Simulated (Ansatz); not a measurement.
Sensitivity of a calculation on Ca3ZnSe4 (P1, 8 atoms in the cell) to its settings

```
CELL_PARAMETERS angstrom
      6.38183     0.00000     0.00000
      0.00000     6.38183     0.00000
      0.00000     0.00000     6.38183
ATOMIC_POSITIONS crystal
  Ca 0.99573 0.50343 0.50170
  Ca 0.50416 0.00222 0.49909
  Ca 0.49449 0.49456 0.99926
  Zn 0.00274 0.00210 0.00415
  Se 0.76997 0.76942 0.22318
  Se 0.77172 0.23264 0.77249
  Se 0.23285 0.22833 0.23029
  Se 0.22836 0.76731 0.76985
```

Base run A: PBE0, default PAW files made with PBE run with Ansatz (a first-principles code), self-consistent single point.

Its settings: basis.ecutwfc = 420 eV; kpoints.mp_grid.grid = 2 2 2; hamiltonian.xc = pbe0; hamiltonian.pseudopotentials = {kind: paw} (the program's default PAW files); scf.occupations.method = fixed.

The starting cell comes from a database of computed structures (which also holds hypothetical and non-ambient phases and stackings), without a prior relaxation at this level. Its atoms were displaced at random from the sites of space group no. 215. Ansatz's pressure includes its estimate of the finite-basis (Pulay) stress.

ΔF is the free energy per atom less that of run A. A dash stands where there is no value to compare (another energy zero or no entropy term, no result, no spin, no clean gap, or a mesh too coarse for one). Absolute energies have different zeros for different potentials, functionals, Hubbard and dispersion terms and are not compared across them.

Runs D, E sample the zone with one or two k-points, far too few for so small a cell.

Run A gave: pressure (GPa) -0.49; largest force (eV/Å) 0.230; gap on the mesh (eV) 3.671; k-points 8.

Runs:
- B: hamiltonian.xc: pbe0 → pbesol [PBEsol]
- C: hamiltonian.xc: pbe0 → hse06 [HSE06]
- D: kpoints.mp_grid.grid: 2 2 2 → 1 1 1
- E: kpoints.mp_grid.grid: 2 2 2 → 1 1 1; kpoints.mp_grid.shift: default → 0.5 0.5 0.5
- F: scf.convergence.dr2_threshold: default (1e-07 eV) → 1e-05 eV
- G: scf.mixing.preconditioner: default (the program chose none) → local_kerker
- H: scf.mixing.algorithm: default (the program chose MSR1) → broyden; scf.mixing.ndim: default → 4
- I: scf.mixing.algorithm: default (the program chose MSR1) → broyden; scf.mixing.beta: default → 0.5

Task: What does run B change against A?

Result: The pressure goes from -0.49 to -1.68 GPa, the largest force goes from 0.230 to 0.222 eV/Å and the gap on the mesh goes from 3.671 to 1.923 eV.

Task: What does run C change against A?

Result: The pressure moves little (-0.49 to -0.43 GPa), the largest force hardly changes (0.230 to 0.229 eV/Å) and the gap on the mesh goes from 3.671 to 2.992 eV.

```json
[
 {"run": "A", "ΔF (meV/atom)": "0.00", "pressure (GPa)": "-0.49", "largest force (eV/Å)": "0.230", "gap on the mesh (eV)": "3.671", "k-points": "8"},
 {"run": "B", "ΔF (meV/atom)": "–", "pressure (GPa)": "-1.68", "largest force (eV/Å)": "0.222", "gap on the mesh (eV)": "1.923", "k-points": "8"},
 {"run": "C", "ΔF (meV/atom)": "–", "pressure (GPa)": "-0.43", "largest force (eV/Å)": "0.229", "gap on the mesh (eV)": "2.992", "k-points": "8"},
 {"run": "D", "ΔF (meV/atom)": "177.0", "pressure (GPa)": "0.22", "largest force (eV/Å)": "0.465", "gap on the mesh (eV)": "3.887", "k-points": "1"},
 {"run": "E", "ΔF (meV/atom)": "90.5", "pressure (GPa)": "-0.13", "largest force (eV/Å)": "0.319", "gap on the mesh (eV)": "4.638", "k-points": "1"},
 {"run": "F", "ΔF (meV/atom)": "0.00", "pressure (GPa)": "-0.49", "largest force (eV/Å)": "0.230", "gap on the mesh (eV)": "3.671", "k-points": "8"},
 {"run": "G", "ΔF (meV/atom)": "0.00", "pressure (GPa)": "-0.49", "largest force (eV/Å)": "0.230", "gap on the mesh (eV)": "3.671", "k-points": "8"},
 {"run": "H", "ΔF (meV/atom)": "0.00", "pressure (GPa)": "-0.49", "largest force (eV/Å)": "0.230", "gap on the mesh (eV)": "3.671", "k-points": "8"},
 {"run": "I", "ΔF (meV/atom)": "0.00", "pressure (GPa)": "-0.49", "largest force (eV/Å)": "0.230", "gap on the mesh (eV)": "3.671", "k-points": "8"}
]
```

Keys are those of Ansatz 0.2.
